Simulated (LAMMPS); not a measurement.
Consider Cu (fcc), 256 atoms, at 1630 K and 0 GPa, heated as the crystal in molecular dynamics.

Method: MD with a machine-learned potential, pair style snap, file Cu_Zuo_JPCA2020.snap (LAMMPS).

- state found: crystal; no diffusion seen in 15 ps
- density: 8.141 ± 0.002 g/cm³
- volume per atom: 12.962 ± 0.004 Å³/atom
- enthalpy per atom: -3.640 ± 0.001 eV/atom
- first peak of g(r): 2.57 Å, height 3.0
- coordination number: 12.4 (counted to 3.30 Å)
- most common Cu-Cu-Cu angle: at the 3° bin centred on 58.5°, after smoothing over three bins (mean of all 97°)
- mean frequency of the vibrational (phonon) density of states: 4.7 THz
- cost: very roughly 16 core-minutes

Potential: file Cu_Zuo_JPCA2020.snap of the LAMMPS distribution; its header cites Y. Zuo, C. Chen, X, Li, Z. Deng, Y. Chen, J. Behler, G. Csányi, A. V. Shapeev, A. P. Thompson, M. A. Wood, S. P. Ong, "Performance and Cost Assessment of Machine Learning Interatomic Potentials" J. Phys. Chem. A 124, 4, 731-745 (2020).

Caution: this crystal lies over the measured melting point of 1358 K, so it is superheated or the potential melts high. Caution: a run this short can hold a crystal over, or a liquid under, the potential's own melting point, which these runs don't give.

States go by the mean squared displacement: a species diffuses where it passes 1.5 Å², still rises and gives D over 1e-6 cm²/s; a crystal has left its structure where atoms lie 0.35 Å off their sites on average or a cubic box changes its shape by 3 %, or the axial ratios of another lie 8 % off the starting cell's, which the potential's own relaxation can also do.

Uncertainties are statistical and leave out the potential's own error.

| angle (°) | probability per degree, Cu-Cu-Cu |
|---|---|
| 37.50 | 0.0000 |
| 40.50 | 0.0002 |
| 43.50 | 0.0013 |
| 46.50 | 0.0044 |
| 49.50 | 0.0091 |
| 52.50 | 0.0145 |
| 55.50 | 0.0181 |
| 58.50 | 0.0189 |
| 61.50 | 0.0172 |
| 64.50 | 0.0138 |
| 67.50 | 0.0097 |
| 70.50 | 0.0070 |
| 73.50 | 0.0054 |
| 76.50 | 0.0048 |
| 79.50 | 0.0053 |
| 82.50 | 0.0063 |
| 85.50 | 0.0072 |
| 88.50 | 0.0079 |
| 91.50 | 0.0083 |
| 94.50 | 0.0080 |
| 97.50 | 0.0075 |
| 100.5 | 0.0069 |
| 103.5 | 0.0074 |
| 106.5 | 0.0082 |
| 109.5 | 0.0097 |
| 112.5 | 0.0116 |
| 115.5 | 0.0130 |
| 118.5 | 0.0133 |
| 121.5 | 0.0128 |
| 124.5 | 0.0112 |
| 127.5 | 0.0095 |
| 130.5 | 0.0077 |
| 133.5 | 0.0058 |
| 136.5 | 0.0043 |
| 139.5 | 0.0032 |
| 142.5 | 0.0024 |
| 145.5 | 0.0018 |
| 148.5 | 0.0015 |
| 151.5 | 0.0015 |
| 154.5 | 0.0017 |
| 157.5 | 0.0022 |
| 160.5 | 0.0029 |
| 163.5 | 0.0037 |
| 166.5 | 0.0041 |
| 169.5 | 0.0043 |
| 172.5 | 0.0038 |
| 175.5 | 0.0026 |
| 178.5 | 0.0010 |

```csv
frequency (THz),vibrational (phonon) density of states (1/THz)
0.07350,0.0007
0.3665,0.0029
0.6595,0.0107
0.9525,0.0269
1.245,0.0473
1.538,0.0650
1.832,0.0804
2.125,0.1049
2.417,0.1408
2.711,0.1781
3.004,0.1896
3.297,0.1920
3.590,0.2010
3.883,0.2052
4.176,0.2045
4.469,0.1853
4.762,0.1647
5.055,0.1600
5.348,0.1586
5.641,0.1569
5.934,0.1496
6.228,0.1379
6.521,0.1256
6.813,0.1021
7.107,0.0769
7.399,0.0614
7.692,0.0479
7.986,0.0357
8.279,0.0285
8.572,0.0241
8.865,0.0206
9.158,0.0170
9.451,0.0149
9.744,0.0128
10.04,0.0105
10.33,0.0092
10.62,0.0085
10.92,0.0073
11.21,0.0063
11.50,0.0054
11.80,0.0045
12.09,0.0038
12.38,0.0034
12.67,0.0030
12.97,0.0026
13.26,0.0022
13.55,0.0018
13.85,0.0016
14.14,0.0014
14.43,0.0012
```
